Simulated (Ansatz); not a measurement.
Base system: Hf in the hcp (Mg type) structure (space group P6_3/mmc, No. 194; relaxed with 0.1 eV smearing).

```
CELL_PARAMETERS angstrom
      3.19829     0.00000     0.00000
     -1.59915     2.76980     0.00000
      0.00000     0.00000     5.04882
ATOMIC_POSITIONS crystal
  Hf 0.33333 0.66667 0.75000
  Hf 0.66667 0.33333 0.25000
```

Cartesian axes are those of the cell as printed.

Calculations: plane-wave PAW DFT at the r2SCAN level (Ansatz, a quantum-chemistry and plane-wave program, 500 eV), no spin-orbit coupling.

The change: tensor shear ε_xz = −1.50 % (engineering shear γ = -0.0300); the atoms relax in the strained cell.

Task: Predict the stress tensor and what it implies for the stiffness.

Result: Stress of the strained cell less that of the base (GPa, compression positive):
```
    0.0     0.0     1.8
    0.0     0.0     0.0
    1.8     0.0     0.1
```

Then −Δσ/γ with γ = 2ε = -0.0300 gives secant stiffness values (nonlinear terms included at this strain): C55 ≈ 58 GPa.

Whether these cells are dynamically stable was not tested. The final runs are not spin-polarised.
